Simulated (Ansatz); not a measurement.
The starting structures come from a database of crystals and need not be the phases stable at ambient conditions.

The decay constant κ of evanescent states in the gap governs leakage through a thin film.

```
CELL_PARAMETERS angstrom
      7.48101     0.00000     0.00000
      0.00000     9.38150     0.00000
      0.00000     0.00000     4.46309
ATOMIC_POSITIONS crystal
  Ba 0.30906 0.38779 0.25000
  Ba 0.69094 0.61221 0.75000
  Ba 0.19094 0.88779 0.75000
  Ba 0.80906 0.11221 0.25000
  H  0.21904 0.56868 0.75000
  H  0.78096 0.43132 0.25000
  H  0.28096 0.06868 0.25000
  H  0.71904 0.93132 0.75000
  Cl 0.47999 0.16420 0.75000
  Cl 0.52001 0.83580 0.25000
  Cl 0.02001 0.66420 0.25000
  Cl 0.97999 0.33580 0.75000
  O  0.34783 0.55243 0.75000
  O  0.65217 0.44757 0.25000
  O  0.15217 0.05243 0.25000
  O  0.84783 0.94757 0.75000
```

Space group of this cell: Pnma. The cell is taken as given; by r2SCAN its mean pressure is -1.9 GPa.

Transport runs along the normal of the first two printed cell vectors.

No gap correction and no spin-orbit coupling; mid-gap values are interpolated between computed energies.

Question: State the band gap and the smallest decay constant κ at mid-gap according to Ansatz (a quantum-chemistry and plane-wave program) with r2SCAN.

Answer: Gap 5.54 eV on a 4×4×8 mesh; κ = 0.395 1/Å, at the zone centre.
